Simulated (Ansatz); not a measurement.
System: double-hcp La. Method: PBEsol (plane waves, PAW; Ansatz, a first-principles code).

Run with plane-wave cutoff 520 eV, 18×18×6 k mesh (along the axes of the cell as run), Fermi–Dirac smearing 0.05 eV, scalar-relativistic PAW data made under PBE.

Shape and atoms are relaxed at each volume.

Pressure at four volumes; x = ln(V/33.963 Å³). One pressure is withheld.

| V (Å³/atom) | x | P (GPa) |
|---|---|---|
| 32.604 | -0.0408 | ? |
| 33.284 | -0.0202 | 0.551 |
| 33.963 | 0.0000 | -0.003 |
| 35.321 | 0.0392 | -0.996 |

Problem. Pass a parabola P(x) through the three rows shown, estimate the bulk modulus and its pressure derivative near zero pressure, and predict the withheld pressure.

Solution. Slopes between the rows: (-0.003 − (0.551))/(0.0000 − (-0.0202)) = -27.43 and (-0.996 − (-0.003))/(0.0392 − (0.0000)) = -25.33 GPa. Their difference over the span 0.0594 is c = 2.10/0.0594 = 35.4 GPa, so P(x) = 0.551 + (-27.43)(x − (-0.0202)) + 35.4 (x − (-0.0202))(x − (0.0000)). At the middle row B = −dP/dx = −[-27.43 + 35.4 × 0.0202] = 26.7 GPa, and B′ = dB/dP = 2c/B = 2.7. At x = -0.0408 the parabola gives 1.146 GPa; the run gives 1.150 GPa. The Birch–Murnaghan fit to the energies at all volumes has B0 = 26.7 GPa and B′ = 2.8.

Measured, for comparison: bulk modulus 27.9 GPa (room temperature, no zero-point or thermal correction; as tabulated in Wikipedia's data pages). Computed less measured: bulk modulus -4.3 %.

Spin–orbit coupling is not included.
